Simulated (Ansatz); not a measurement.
# What tensor shear ε_xy = +1.33 % does to KTaO3

Consider KTaO$_{3}$ in the cubic perovskite structure (space group Pm-3m, No. 221; a = 3.952 Å). Axes: x, y, z lie along the cube axes.

Perturbation: tensor shear ε_xy = +1.33 % (engineering shear γ = 0.0266); the atoms relax in the strained cell.

Level of theory: LDA/PAW in Ansatz (a first-principles code), spin-orbit coupling left out. Settings: 8×8×8 k-points, 0.05 eV Fermi–Dirac smearing.

- Volume per atom = 12.34 Å³ (base 12.34 Å³)
- Space group = Cmmm (No. 65) (base Pm-3m (No. 221))
- Shortest interatomic distance = 1.976 Å (base 1.976 Å)
- Energy relative to the base (free energy F) = +2.8 meV/atom
- Pressure (mean of the normal stresses, compression positive) = 0.02 GPa (base -0.01 GPa)
- Band gap = 2.08 eV (base 2.13 eV)
- Gap character = indirect, T → Γ
- Smallest direct gap = 2.62 eV (base 2.73 eV)
- Stress (xx, yy, zz, yz, xz, xy; compression positive) = (0.02, 0.02, 0.01, 0.00, 0.00, -2.70) GPa

Final structure:

```
CELL_PARAMETERS angstrom
      3.95200     0.05256     0.00000
      0.05256     3.95200     0.00000
      0.00000     0.00000     3.95200
ATOMIC_POSITIONS crystal
  K  0.00000 0.00000 0.00000
  Ta 0.50000 0.50000 0.50000
  O  0.50000 0.00000 0.50000
  O  0.00000 0.50000 0.50000
  O  0.50000 0.50000 0.00000
```

Cost of the whole job for the changed cell (relaxation, final SCF and bands): roughly 22 core-seconds.

Spin-orbit coupling, missing from the scalar runs, can matter with Ta. Whether these cells are dynamically stable was not tested. Labels are those of the standard path for the cell's own space group.
